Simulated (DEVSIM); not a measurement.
System: abrupt GaSb p-n junction, at 300 K.

Layer 1 from the left is GaSb, thickness (μm) 0.140, Na (cm⁻³) 6.4e16, τn (s) 9.9e-10, τp (s) 9.9e-10. Layer 2 from the left is GaSb, thickness (μm) 21.0, Nd (cm⁻³) 2.8e14, τn (s) 9.9e-10, τp (s) 9.9e-10.

Left contact: ohmic. Right contact: ohmic. Voltage is applied to the left contact. Recombination: SRH at mid-gap, radiative. Mobility is constant in doping.

The device is made up for the run: typed textbook-type constants, with dimensions and the other settings drawn at random. Values at 300 K.

GaSb: gap (eV) 0.726, affinity (eV) 4.06, permittivity 15.7, Nc (cm⁻³) 2.1e17, Nv (cm⁻³) 1.8e19, μn (cm²/Vs) 5000, μp (cm²/Vs) 850, B (cm³/s) 1e-10.

### Question
Estimate by hand the built-in potential, the peak field at zero bias, the capacitance at -6 V, and compare with a numerical solution.

### Answer

- Built-in potential: ni = √(Nc Nv) exp(−Eg/2kT) = 1.55e12 cm⁻³ with Eg = 0.726 eV; Vbi = kT/q ln(Na Nd/ni²) = 0.409 V; numerical 0.409 V.
- Peak field at zero bias: depletion approximation: W = √(2εVbi/(qN)) = 1.60 μm with N = 2.79e14 cm⁻³; field = 2Vbi/W = 5130 V/cm; numerical 12500 V/cm (estimate below by 59 %).
- Capacitance at -6 V: C = √(qεN / 2(Vbi + |V|)) = 2.20 nF/cm²; numerical 2.21 nF/cm².

Model (solved in DEVSIM): 1D drift-diffusion, Boltzmann statistics, complete ionisation; no tunnelling, impact ionisation, image-force lowering or self-heating.
